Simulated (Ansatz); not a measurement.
**Computed paths: interstitial H in polar orthorhombic HfO2, charge state +1**

Consider interstitial H in polar orthorhombic HfO2, charge state +1. Calculation: PBE, PAW (plane waves to 420 eV; Ansatz, a quantum-chemistry and plane-wave program).

Settings: 96 host sites, the relaxed PBE lattice, the Γ point alone, smearing 0.01 eV, spin-restricted, no image-charge correction. Energies are static. Spin-orbit coupling is left out. The host's phase is taken as given; its stability against other phases was not computed. The charge state is imposed; whether it is stable for some Fermi level was not computed. Sites that were not tried may lie lower.

Barriers: single points on a 2×2×2 k-point mesh shifted by half a step at the bands' geometries.

| Route | Start site over the lowest site run (eV) | Hop (Å) | Forward barrier (eV) | Backward barrier (eV) | Neighbours at the start | Neighbours at the saddle | Saddle order | Forward, on the band's own sampling (eV) |
|---|---|---|---|---|---|---|---|---|
| a direct jump of one H atom | 0.00 | 1.33 | 0.39 | 0.22 | O at 0.98, O at 1.95 Å | Hf at 2.11; O at 1.20, O at 1.26, O at 2.19 Å | not checked | 0.40 |
| a direct jump of one H atom | 0.00 | 2.15 | 0.97 | 0.79 | O at 0.98, O at 1.95 Å | Hf at 2.09, Hf at 2.14; O at 1.00, O at 1.85, O at 1.96 Å | not checked | 0.97 |

Paths come from nudged elastic bands with a climbing image. Of the routes that converged and passed our checks, the lowest saddle point lies 0.39 eV above the lowest of the sites run (a direct jump of one H atom); other sites, such as split forms, and other routes may lie lower.
